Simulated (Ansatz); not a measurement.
Results of PBEsol (PAW; Ansatz, an electronic-structure program) for NbC (model structure, started from the WC type, P-6m2, No. 187, 2 atoms in the cell).

Run with plane-wave cutoff 520 eV, 24×24×20 k mesh (along the axes of the cell as run), Fermi–Dirac smearing 0.05 eV, no spin polarisation, scalar-relativistic PAW data made under PBE.

Cell (relaxed at this level):

```
CELL_PARAMETERS angstrom
      3.02699     0.00000     0.00000
     -1.51349     2.62145     0.00000
      0.00000     0.00000     2.85968
ATOMIC_POSITIONS crystal
  Nb 0.00000 0.00000 0.00000
  C  0.66667 0.33333 0.50000
```

Q: Give the computed bulk modulus B0.

A: 
- bulk modulus B0 = 284 GPa

Note: the run has no spin polarisation, so it can have missed a magnetic state; the bulk modulus is −V dP/dV from two relaxed cells at ±2 % in volume; the relaxation could raise the start's symmetry but not lower it, so the cell can be a saddle point.

Static lattice: no zero-point or thermal effects.

A model structure was made by putting elements into a prototype or built by hand; it is no filed structure, need not be a known phase, and can be a saddle point held by its symmetry.
